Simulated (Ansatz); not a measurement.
The starting structures come from a database of crystals and need not be the phases stable at ambient conditions.

**Evanescent states of In$_{6}$TeO$_{12}$ (R-3, not sure to be the ambient phase, 19 atoms a cell, 12.3 Å³ an atom) along the normal of (100)**

These are r2SCAN (plane waves, PAW; Ansatz, a first-principles code) values and carry that method's errors.

The gap is the functional's own, uncorrected, and κ follows it; spin-orbit coupling is left out. Mid-gap values are interpolated between the computed energies.

Energies count from the valence-band top; κ is the least over a 4×4 mesh across the current.

```csv
E (eV),κ (1/Å),where
0.05,0.174,off Γ
0.15,0.193,Γ
0.25,0.195,Γ
0.35,0.197,Γ
0.45,0.197,Γ
0.55,?,Γ
0.65,0.195,Γ
0.75,?,Γ
0.85,?,Γ
0.95,?,Γ
1.05,?,Γ
1.15,?,Γ
1.25,?,Γ
1.35,?,Γ
1.45,?,Γ
1.55,0.127,Γ
1.65,0.109,Γ
1.75,0.086,Γ
1.85,0.049,Γ
```

Q: Complete the blanks.

A: 
- 0.55, κ (1/Å): 0.196
- 0.75, κ (1/Å): 0.192
- 0.85, κ (1/Å): 0.189
- 0.95, κ (1/Å): 0.184
- 1.05, κ (1/Å): 0.179
- 1.15, κ (1/Å): 0.172
- 1.25, κ (1/Å): 0.163
- 1.35, κ (1/Å): 0.153
- 1.45, κ (1/Å): 0.142
